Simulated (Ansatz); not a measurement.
Spinel GeNi2O4, treated with LDA (Ansatz, an electronic-structure program, PAW).

Settings: plane-wave cutoff 520 eV, 12×12×12 k mesh, Fermi–Dirac smearing 0.05 eV, spin-polarised start, scalar-relativistic PAW data made under PBE.

Pressure at four volumes; x = ln(V/9.509 Å³). One pressure is withheld.

```tsv
V (Å³/atom)	x	P (GPa)
9.129	-0.0408	?
9.319	-0.0202	4.80
9.509	0.0000	0.00
9.889	0.0392	-8.14
```

Question: Pass a parabola P(x) through the three rows shown, estimate the bulk modulus and its pressure derivative near zero pressure, and predict the withheld pressure.

Answer: Slopes between the rows: (0.00 − (4.80))/(0.0000 − (-0.0202)) = -237.62 and (-8.14 − (0.00))/(0.0392 − (0.0000)) = -207.65 GPa. Their difference over the span 0.0594 is c = 29.97/0.0594 = 504.5 GPa, so P(x) = 4.80 + (-237.62)(x − (-0.0202)) + 504.5 (x − (-0.0202))(x − (0.0000)). At the middle row B = −dP/dx = −[-237.62 + 504.5 × 0.0202] = 227.4 GPa, and B′ = dB/dP = 2c/B = 4.4. At x = -0.0408 the parabola gives 10.12 GPa; the run gives 10.17 GPa. The Birch–Murnaghan fit to the energies at all volumes has B0 = 227 GPa and B′ = 4.6.

Note: the magnetic order was assumed, not searched for or taken from measurement; the relaxation could not lower the start's symmetry, so the cell can be a saddle point above a distorted one.
